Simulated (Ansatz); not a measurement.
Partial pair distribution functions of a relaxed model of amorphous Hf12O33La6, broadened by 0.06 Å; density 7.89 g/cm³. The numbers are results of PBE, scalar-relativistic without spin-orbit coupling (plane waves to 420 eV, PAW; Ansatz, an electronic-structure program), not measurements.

It comes from a melt-quench run on a machine-learned potential (CHGNet), relaxed afterwards by DFT. O atoms were pushed apart under 1.9 Å during the dynamics, to hinder bonds among them. The hot cell started wider than the set density and was brought back towards it in steps. It is the lowest in DFT energy of 2 quenches. It is a model cell: composition and starting density were chosen by hand, and all elements were melted together. No dispersion term was used. Its density started from a set value of 8.12 and ended at 7.89 g/cm³. The simulated quench (nominally 450 K/ps over its main leg) is rapid and tends to freeze in more defects than a deposited or slowly cooled glass has. Values belong to this one cell and scatter from quench to quench. The volume was free in the relaxation, at fixed shape. Stress components on the final sampling reach 2.3 GPa.

```
r (Å)  g Hf-O  g O-La  g Hf-Hf  g O-O
-----  ------  ------  -------  -----
1.75     0.00    0.00     0.00   0.00
1.85     0.33    0.00     0.00   0.00
1.95     3.72    0.00     0.00   0.00
2.05     7.64    0.00     0.00   0.00
2.15     7.85    0.09     0.00   0.00
2.25     2.81    1.44     0.00   0.00
2.35     0.69    4.00     0.00   0.03
2.45     0.42    5.31     0.00   0.45
2.55     0.16    3.58     0.00   1.30
2.65     0.13    1.74     0.00   1.73
2.75     0.08    0.95     0.00   1.94
2.85     0.13    0.85     0.00   2.08
2.95     0.28    0.72     0.20   2.51
3.05     0.20    0.46     1.19   2.41
3.15     0.12    0.51     1.98   1.65
3.25     0.10    0.43     1.91   1.54
3.35     0.13    0.37     1.28   1.20
3.45     0.32    0.71     1.63   0.97
3.55     0.54    0.72     3.22   0.60
3.65     0.69    0.58     2.47   0.50
3.75     1.00    0.51     2.02   0.83
3.85     1.14    0.34     2.05   0.85
3.95     1.07    0.59     2.02   0.89
4.05     1.07    0.80     1.80   1.01
4.15     1.18    0.93     0.76   0.88
4.25     1.57    0.95     0.42   0.77
4.35     1.43    0.88     0.89   0.64
4.45     1.32    0.61     0.41   0.68
```

Within 2.74 Å each Hf has 6.00 O neighbours on average.
